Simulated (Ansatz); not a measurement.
The parent structure is MgO in the rock salt structure (space group Fm-3m, No. 225; a = 4.214 Å).

Computed with DFT with PBEsol, PAW potentials and a 420 eV plane-wave cutoff in Ansatz (a program for electronic structure), no SOC.

Carriers are added at fixed cell with a uniform background; the Fermi–Dirac width is that of 300 K.

One change was made to it. Results:

| quantity | base | after |
|---|---|---|
| Fermi level relative to the doped band's edge (positive inside the band; to 0.05 eV) | – | +1.55 eV |
| gap between the host's bands | 4.62 eV | 4.56 eV |
| gap character | direct at Γ | direct at Γ |

Q: What was done to the base?
(A) electrons 5.0×10^20 cm⁻³
(B) electrons 3.0×10^21 cm⁻³
(C) holes 5.0×10^21 cm⁻³

A: B, electrons 3.0×10^21 cm⁻³. For comparison, the Fermi level from band edge in the other runs: electrons 5.0×10^20 cm⁻³ gives +0.60 eV; holes 5.0×10^21 cm⁻³ gives +0.20 eV.

Carriers are added with a uniform compensating background; total energy and stress of such cells depend on the potential's zero and are not compared; many-body gap narrowing is missing at this level. Whether these cells are dynamically stable was not tested. The base started in Pnma and relaxed to Fm-3m at this level.
